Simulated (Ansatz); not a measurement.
Defect migration in bcc Mo: interstitial F, neutral cell. Calculation: PBE, PAW (plane waves to 420 eV; Ansatz, a quantum-chemistry and plane-wave program).

Cell of 36 host sites held at the relaxed PBE lattice; a 2×2×3 k-point mesh shifted by half a step; Fermi-Dirac width 0.10 eV, spin-restricted; finite-size errors left in. No zero-point or tunnelling terms. Sites that were not tried may lie lower.

Barriers: single points on a 3×3×5 k-point mesh shifted by half a step at the bands' geometries.

The step: a direct jump of one F atom. Atoms about the jump, Cartesian Å from the middle of the jump, before and after:

```
atom     x0     y0     z0     x1     y1     z1
----  -----  -----  -----  -----  -----  -----
F1     0.42  -0.42   0.00  -0.42   0.42   0.00
Mo2    1.29   1.41   0.00   1.41   1.29   0.00
Mo3    1.17   1.17  -3.16   1.17   1.17  -3.16
Mo4   -0.61  -0.42  -1.77  -0.42  -0.61  -1.77
Mo5    2.77  -0.42  -1.61   2.74  -0.44  -1.59
Mo6   -0.44   2.74  -1.59  -0.42   2.77  -1.61
Mo7    2.76   2.76  -1.60   2.76   2.76  -1.60
Mo8    1.17  -2.02  -3.16   1.19  -2.06  -3.16
Mo9   -2.06   1.19  -3.16  -2.02   1.17  -3.16
Mo10  -2.06   1.19   0.00  -2.26   1.29   0.00
Mo11   1.29  -2.26   0.00   1.19  -2.06   0.00
Mo12  -0.61  -0.42  -4.56  -0.42  -0.61  -4.56
Mo13   2.77  -0.42  -4.72   2.74  -0.44  -4.73
Mo14  -0.44   2.74  -4.73  -0.42   2.77  -4.72
```

Give the saddle-point geometry and the barrier.


```tsv
atom	x	y	z
F1	0.73	0.62	-1.62
Mo2	1.32	1.20	0.20
Mo3	1.32	1.20	-3.43
Mo4	-0.70	-0.81	-1.62
Mo5	2.83	-0.52	-1.62
Mo6	-0.40	2.72	-1.62
Mo7	2.83	2.72	-1.62
Mo8	1.18	-2.09	-3.20
Mo9	-1.98	1.06	-3.20
Mo10	-1.98	1.06	-0.03
Mo11	1.18	-2.09	-0.03
Mo12	-0.44	-0.56	-4.78
Mo13	2.79	-0.51	-4.78
Mo14	-0.39	2.68	-4.78
```
It lies 0.38 eV above the start and 0.38 eV above the end. The saddle point's order was not checked, and it lies on a symmetry element of the cell, where a band can be held. Symmetry-equivalent saddle points exist between the same ends.
